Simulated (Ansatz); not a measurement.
Functionals compared on a constructed model of the (100) surface of fcc Cu, a pseudomorphic layer of Fe in the host's stacking (bottom of the slab: a bare face, its two planes held), in Ansatz (plane waves, PAW). The structure was relaxed with PBE; the other rows are single points on it. Cutoff 420 eV.

Slab: 7 atoms, 11.2 Å thick at the start; k 15x15x1, smearing 0.1 eV, dipole-corrected; 2 atoms held, the rest relaxed; start symmetry kept, larger cells not searched; spin-polarised, ending with about 2.9 μB a cell; orders that need a larger cell were not tried, no spin-orbit, no U. It is one candidate, not shown to be the stable structure of the face. These notes are the PBE run's.

| functional | work function of the top face (eV) | magnetic moment of the cell (μB) | rough cost of the single point |
|---|---|---|---|
| PBE | 4.51 | 2.89 | – |
| RPBE | ? | 2.90 | about 2.4 core-minutes (a rough figure) |

Problem. Complete the blanks.

Solution. 
- RPBE, work function of the top face (eV): 4.33

Ansatz is a quantum-chemistry and plane-wave program.
